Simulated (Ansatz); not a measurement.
Consider this model of amorphous Ir$_{17}$Ni$_{12}$Ta$_{19}$.

```xyz
48
Lattice="9.3814 0.3680 0.0290 0.3680 8.4611 -0.0724 0.0290 -0.0724 9.3573" Properties=species:S:1:pos:R:3 pbc="T T T"
Ir     1.2247     3.3951     4.5428
Ir     7.6718     2.0000     2.9720
Ir     1.7820     5.6899     1.7255
Ir     6.5045     6.7988     8.8794
Ir     7.1115     0.8158     8.1782
Ir     0.0762     0.6058     4.6829
Ir     9.2403     4.2855     2.3071
Ir     0.2826     0.7594     9.0869
Ir     5.5561     4.1084     3.0056
Ir     2.7463     7.3813     5.7361
Ir     9.3241     8.0642     2.1162
Ir     2.6844     3.4907     6.8941
Ir     7.1709     3.7660     7.2432
Ir     2.6903     2.0949     0.1593
Ir     9.4883     5.2531     6.6983
Ir     3.5992     0.5915     2.1686
Ir     5.7869     4.5918     0.2836
Ni     4.5719     0.2401     9.1661
Ni     5.2078     1.7045     3.7524
Ni     2.3987     7.6051     3.3234
Ni     6.0033     5.5878     4.9502
Ni     7.7004     7.9590     4.0623
Ni     5.1541     2.3048     1.1716
Ni     2.0661     6.0149     7.7228
Ni     3.3647     4.6266     9.2369
Ni     2.5040     0.8207     7.4082
Ni     0.4184     7.6840     6.8346
Ni     5.2161     8.4686     6.7368
Ni     5.1144     3.4133     5.5843
Ta     7.3348     5.8784     2.2031
Ta     6.5991     8.5694     1.6787
Ta     7.9197     4.0175     4.6845
Ta     0.9676     1.4637     2.2896
Ta     7.7178     2.9242     0.4720
Ta     5.0533     7.6681     4.3737
Ta     2.5537     7.7025     0.1502
Ta     0.9558     3.8819     9.1853
Ta     4.3790     6.2935     1.9017
Ta     4.6442     5.7070     7.1891
Ta     0.4806     6.1860     4.2843
Ta     6.8146     1.4046     5.6902
Ta     2.9483     1.5207     4.9829
Ta     3.0753     3.4367     2.3332
Ta     7.4631     6.8593     6.4428
Ta     9.0604     7.0071     9.0674
Ta     3.3117     5.0218     4.6514
Ta     0.1828     2.0853     6.8189
Ta     4.8702     2.5311     7.9719
```

All values below come from PBE, scalar-relativistic without spin-orbit coupling (plane waves to 420 eV, PAW; Ansatz, a quantum-chemistry and plane-wave program).

Preparation: random packing, a CHGNet melt and quench, and a DFT relaxation. The hot cell started wider than the set density and was brought back towards it in steps. It is the lowest in DFT energy of 3 quenches. It is a model cell: composition and starting density were chosen by hand, and all elements were melted together. No dispersion term was used. Its density started from a set value of 16.84 and ended at 16.60 g/cm³. The simulated quench (nominally 180 K/ps over its main leg) is rapid and tends to freeze in more defects than a deposited or slowly cooled glass has. A cell of this size samples the disorder only roughly. Volume and shape were free in the relaxation. On a 2×2×2 Γ-centred mesh force components of up to 0.43 eV/Å stay, since the relaxation ran on one k-point at (1/4, 1/4, 1/4).

Neighbours within Ir-Ir 3.26 Å, Ir-Ni 3.22 Å, Ir-Ta 3.44 Å, Ni-Ni 2.86 Å, Ni-Ta 3.24 Å, Ta-Ta 3.80 Å count as bonded.

Problem. Give the coordination numbers, mean bond lengths and angles.

Solution. 
```yaml
Mean coordination of Ir: 11.47 (3 with 10, 6 with 11, 5 with 12, 3 with 13)
Mean coordination of Ni: 10.25 (3 with 9, 4 with 10, 4 with 11, 1 with 12)
Mean coordination of Ta: 14.00 (5 with 13, 10 with 14, 3 with 15, 1 with 16)
Mean Ir-Ta bond: 2.817 Å (spread 0.192 Å, 103 counted)
Mean Ta-Ta bond: 3.227 Å (spread 0.212 Å, 51 counted)
Mean Ni-Ta bond: 2.728 Å (spread 0.186 Å, 61 counted)
Mean Ir-Ir bond: 2.833 Å (spread 0.142 Å, 24 counted)
Bond angle at Ir: mean 96.9°, spread 33.9°
Bond angle at Ni: mean 97.4°, spread 33.4°
Bond angle at Ta: mean 95.6°, spread 34.5°
```

Problem. What Bader charges do the atoms carry, from a run on one k-point at (1/4, 1/4, 1/4)?

Solution. Means (range): Ir -1.15 e (-1.34 to -0.99), Ni -0.38 e (-0.80 to -0.17), Ta +1.26 e (+1.05 to +1.42).
| atom | charge (e) |
|---|---|
| Ir1 | -1.26 |
| Ir2 | -0.99 |
| Ir3 | -1.23 |
| Ir4 | -1.19 |
| Ir5 | -1.06 |
| Ir6 | -0.99 |
| Ir7 | -1.34 |
| Ir8 | -1.24 |
| Ir9 | -1.10 |
| Ir10 | -1.16 |
| Ir11 | -1.07 |
| Ir12 | -1.11 |
| Ir13 | -1.13 |
| Ir14 | -1.00 |
| Ir15 | -1.24 |
| Ir16 | -1.34 |
| Ir17 | -1.05 |
| Ni18 | -0.25 |
| Ni19 | -0.43 |
| Ni20 | -0.21 |
| Ni21 | -0.80 |
| Ni22 | -0.68 |
| Ni23 | -0.23 |
| Ni24 | -0.38 |
| Ni25 | -0.29 |
| Ni26 | -0.20 |
| Ni27 | -0.17 |
| Ni28 | -0.46 |
| Ni29 | -0.44 |
| Ta30 | +1.15 |
| Ta31 | +1.16 |
| Ta32 | +1.29 |
| Ta33 | +1.42 |
| Ta34 | +1.40 |
| Ta35 | +1.05 |
| Ta36 | +1.29 |
| Ta37 | +1.20 |
| Ta38 | +1.09 |
| Ta39 | +1.27 |
| Ta40 | +1.31 |
| Ta41 | +1.26 |
| Ta42 | +1.38 |
| Ta43 | +1.21 |
| Ta44 | +1.28 |
| Ta45 | +1.29 |
| Ta46 | +1.17 |
| Ta47 | +1.39 |
| Ta48 | +1.42 |
